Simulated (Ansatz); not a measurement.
## Pressure series in hypothetical NiAs type TlF

Start from TlF in the NiAs type structure (space group P6_3/mmc, No. 194; a hypothetical phase, not in the database extracts checked).

TlF is modelled in the hexagonal space group P6₃/mmc (No. 194), the NiAs type structure, Pearson symbol hP4. Conventional cell: a = b = 3.891 Å, c = 7.014 Å, α = β = 90.00°, γ = 120.00°. Tl on 2a is coordinated by no neighbour by this rule. F on 2c is coordinated by no neighbour by this rule. (Neighbours: up to the widest gap in distance over summed covalent radii, below 1.35, at either atom; cation-cation and far metal-metal contacts left out.)

Cell and atoms are relaxed at each pressure.

All numbers come from PBE (Ansatz, a first-principles code; PAW; 420 eV plane waves; no spin-orbit coupling).

Candidates:
(a) pressure −2 GPa
(b) pressure 100 GPa
(c) pressure 7 GPa
(d) pressure 30 GPa
(e) pressure 50 GPa

For the base:

| Property | Result |
|---|---|
| c/a ratio | 1.803 |

Q: Order them by c/a ratio, highest first.

A: (b) pressure 100 GPa (2.639), (e) pressure 50 GPa (2.518), (d) pressure 30 GPa (2.394), (c) pressure 7 GPa (1.970), (a) pressure −2 GPa (1.766)

The mesh was chosen for an insulator and is coarse for the gapless case. From pressure 30 GPa on, the axis ratios lie over 15 % from the base's, so the cell there is far from its starting form. With Tl present, leaving out spin-orbit coupling can change the band edges. Load acts through the strain it causes; cell and atoms are relaxed under it. Stability against distortions was not tested. No other phases were tried under pressure. The final runs are not spin-polarised.
